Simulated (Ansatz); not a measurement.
## A computed series for HfPbO3: response to strain

Consider HfPbO$_{3}$ in the cubic perovskite structure (space group Pm-3m, No. 221; a cell from a computed database, its experimental status unchecked).

```
HfPbO3
1.0
    4.11888     0.00000     0.00000
    0.00000     4.11888     0.00000
    0.00000     0.00000     4.11888
Hf Pb O
1 1 3
Cartesian
  2.05944   2.05944   2.05944
  0.00000   0.00000   0.00000
  0.00000   2.05944   2.05944
  2.05944   0.00000   2.05944
  2.05944   2.05944   0.00000
```

Cartesian axes are those of the cell as printed.

Strains are applied to the cell and any free atomic positions relax; under biaxial strain the out-of-plane vector relaxes too.

All numbers come from PBEsol (Ansatz, a program for electronic structure; PAW; 420 eV plane waves; no spin-orbit coupling).

Notes on the quantities. energy relative to the base: free energy F; pressure: mean of the normal stresses, compression positive.

```json
[
 {"case": "base", "energy relative to the base": "0 meV/atom", "pressure": "-0.01 GPa", "gap character": "direct at X"},
 {"case": "biaxial strain −3.60 %, plane normal [001], relaxed out of plane", "energy relative to the base": "+50 meV/atom", "pressure": "11.46 GPa", "gap character": "direct at X"},
 {"case": "isotropic strain +1.69 %", "energy relative to the base": "+19 meV/atom", "pressure": "-7.94 GPa", "gap character": "indirect, M → X"},
 {"case": "tensor shear ε_xy = +0.29 %", "energy relative to the base": "+0.1 meV/atom", "pressure": "-0.01 GPa", "gap character": "direct at Z"}
]
```

With Hf and Pb present, leaving out spin-orbit coupling can change the band edges. Whether these cells are dynamically stable was not tested. Many cubic perovskites are stable only at high temperature; tilts and polar distortions were not tested. k-point labels follow each cell's own Brillouin zone.
